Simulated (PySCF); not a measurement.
PySCF 2.14.0, unrestricted PBE/def2-svp, df: pentafluoroethane anion (FC(F)C(F)(F)F), charge -1, multiplicity 2, 8 atoms. The geometry is a generated start, not checked to be a minimum at this level.

```
Property                      Result
-------------------  ---------------
task                          energy
method                           pbe
basis                       def2-svp
two-electron scheme  density fitting
mol.max_memory               3000 MB
mf.max_cycle                     100
mf.conv_tol          1e-09 (default)
mf.grids.level           3 (default)
basis functions                  103
grid points                   109360
```

```xyz
8

F      1.1095    -1.1940     0.6757
C      0.7822    -0.1148    -0.0508
F      1.4109     0.9449     0.4765
C     -0.7502     0.1058     0.0020
F     -1.2016     0.2839     1.2346
F     -1.0828     1.1772    -0.7214
F     -1.3819    -0.9438    -0.5253
H      1.1139    -0.2591    -1.0913
```

Charge -1 and multiplicity 2 are set for this test and not shown to be the ground state.

With the defaults (mf.DIIS = CDIIS, mf.level_shift = 0, mf.diis = true, newton = off, mf.diis_space = 8, mf.damp = 0, mf.diis_start_cycle = 1, mf.init_guess = minao) it converges in 16 Fock builds. One run each on 2 threads, 1 BLAS thread, with these changes:
- mf.level_shift = 0.3 Hartree
- newton = Hessian by the SCF's own integrals
- mf.diis_space = 20
- mf.DIIS = ADIIS
- mf.damp = 0.7, mf.diis_start_cycle = 8
- mf.init_guess = mod_huckel
- mf.level_shift = 1 Hartree
- mf.diis = false
- mf.DIIS = EDIIS

**Question.** Name the settings that don't reach the solution of the defaults.

**Answer.** No convergence: mf.DIIS = EDIIS; mf.level_shift = 0.3 Hartree; mf.level_shift = 1 Hartree; mf.diis = false (the run ends without SCF convergence in 100 cycles). Another solution: newton = Hessian by the SCF's own integrals (840 meV higher). The rest reach the solution of the defaults.

```json
[
 {"setting": "mf.diis_space = 20", "Fock builds": "15", "end": "same solution"},
 {"setting": "the defaults", "Fock builds": "16", "end": "same solution"},
 {"setting": "mf.damp = 0.7, mf.diis_start_cycle = 8", "Fock builds": "16", "end": "same solution"},
 {"setting": "mf.init_guess = mod_huckel", "Fock builds": "16", "end": "same solution"},
 {"setting": "mf.DIIS = ADIIS", "Fock builds": "27", "end": "same solution"},
 {"setting": "newton = Hessian by the SCF's own integrals", "Fock builds": "34", "end": "other solution, 840 meV higher"},
 {"setting": "mf.DIIS = EDIIS", "Fock builds": "101", "end": "no convergence"},
 {"setting": "mf.level_shift = 0.3 Hartree", "Fock builds": "101", "end": "no convergence"},
 {"setting": "mf.level_shift = 1 Hartree", "Fock builds": "101", "end": "no convergence"},
 {"setting": "mf.diis = false", "Fock builds": "101", "end": "no convergence"}
]
```

Under newton the count holds the products with the orbital Hessian.
